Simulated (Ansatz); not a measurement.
CdI2: energy against strain

CdI2 (1T layered, P-3m1, 32.611 Å³/atom at rest, c along z) under a strain ε along c (axis z), the other axes held. PBEsol-D3(BJ) in Ansatz, a plane-wave DFT program (PAW, default set), 420 eV, 9×9×5 Γ-centred mesh, Fermi-Dirac smearing 0.05 eV; ions are relaxed within the symmetry of each cell.

Here s stands for strain and y for E less E0.

```csv
strain (%),E less E0 (meV/atom)
-3.00,?
-1.50,0.82
-1.00,0.36
-0.50,0.08
0.00,0.00
0.50,0.08
1.00,0.32
1.50,0.72
```

Q: Using a parabola, estimate the missing y at s = -3.00 from the other rows, showing the fit.

A: Least squares gives y = -0.004 - 0.0271·s + 0.3438·s². Residuals (row less fit): 0.010, -0.007, -0.015, 0.004, 0.012, 0.007, -0.009; standard error 0.013 (degrees of freedom: 4). Twice the quadratic coefficient over the volume, 2 × 0.3438 meV × 10⁴ × 0.1602 / 32.611 Å³, is the elastic constant C33 = 34 ± 0.6 GPa. At the withheld row, y = -0.004 - 0.0271 × (-3.0) + 0.3438 × (-3.0)² = 3.171 meV/atom. The calculation gives 3.48 meV/atom, 0.309 meV/atom above the prediction (8.9 % of the range of y in the table). The row lies outside the fitted rows, so this is an extrapolation. From the scatter of the fitted rows alone, a prediction at this place has a standard error of 0.049 meV/atom, so the miss is 6.3 times that.

One order more, fitted to all 13 runs of the series, follows each within 0.01, so the miss is the next term of a smooth law. Rows are the converged runs of the series near zero and its far end; series whose fitted rows scatter by over a few per cent of the range, as at a crossing or softening among them, aren't shown in this form. Most that stay on the fit to the last digits aren't either.
